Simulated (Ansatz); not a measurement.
# Sensitivity of a calculation on FeNi3 (Pm-3m, 4 atoms in the cell) to its settings

```yaml
crystal:
  lattice:
    - [3.46408, 0.00000, 0.00000]
    - [0.00000, 3.46408, 0.00000]
    - [0.00000, 0.00000, 3.46408]
  atoms:
    - { symbol: Fe, position: [0.00000, 0.00000, 0.00000], spin: 4.0 }
    - { symbol: Ni, position: [0.00000, 0.50000, 0.50000], spin: 2.0 }
    - { symbol: Ni, position: [0.50000, 0.00000, 0.50000], spin: 2.0 }
    - { symbol: Ni, position: [0.50000, 0.50000, 0.00000], spin: 2.0 }
```
(The spins are starting values, not results.)

Base run A: Ansatz (a first-principles code) with PBEsol, PAW files made with PBE, self-consistent single point.

Its settings: basis.ecutwfc = 420 eV; kpoints.mp_grid.grid = 8 8 8; hamiltonian.xc = pbesol; hamiltonian.pseudopotentials = {kind: paw} (the program's default PAW files); magnetization.spin_polarized = true; scf.occupations.method = fermi_dirac; scf.occupations.width = 0.1 eV.

The starting cell comes from a database of computed structures (which also holds hypothetical and non-ambient phases and stackings), without a prior relaxation at this level. Its lattice was rescaled by a random factor within 2.5 % of one. The magnetic order is the one reached from the typed start; others were not searched systematically. In the base run, with a pressure of about 5 GPa the cell is away from its equilibrium volume at this level. Ansatz's pressure includes its estimate of the finite-basis (Pulay) stress.

ΔF is the free energy per atom less that of run A. 

Run A gave: pressure (GPa) 5.14; size of the net moment (μB/atom) 1.17; k-points 35.

Runs:
- B: kpoints.mp_grid.grid: 8 8 8 → 15 15 15
- C: crystal.symmetry.detect: default → false
- D: kpoints.mp_grid.shift: default → 0.5 0.5 0.5
- E: scf.convergence.dr2_threshold: default (1e-07 eV) → 0.001 eV
- F: scf.algorithm: default → direct_min
- G: scf.mixing.algorithm: default (the program chose MSR1) → broyden; scf.mixing.beta: default → 0.3
- H: scf.lower_state_search: default → off
- I: scf.mixing.algorithm: default (the program chose MSR1) → msr1; scf.mixing.ndim: default → 4

Question: What does run D change against A?

Answer: The free energy rises by 1.0 meV/atom, the pressure moves little (5.14 to 5.11 GPa) and the size of the net moment moves little (1.17 to 1.15 μB/atom).

| run | ΔF (meV/atom) | pressure (GPa) | size of the net moment (μB/atom) | k-points |
|---|---|---|---|---|
| A | 0.00 | 5.14 | 1.17 | 35 |
| B | -0.42 | 5.19 | 1.17 | 120 |
| C | 0.00 | 5.14 | 1.17 | 260 |
| D | 1.01 | 5.11 | 1.15 | 20 |
| E | 0.02 | 5.16 | 1.17 | 35 |
| F | 0.00 | 5.14 | 1.17 | 35 |
| G | 0.00 | 5.14 | 1.17 | 35 |
| H | 0.00 | 5.14 | 1.17 | 35 |
| I | 0.00 | 5.14 | 1.17 | 35 |

Keys are those of Ansatz 0.2.
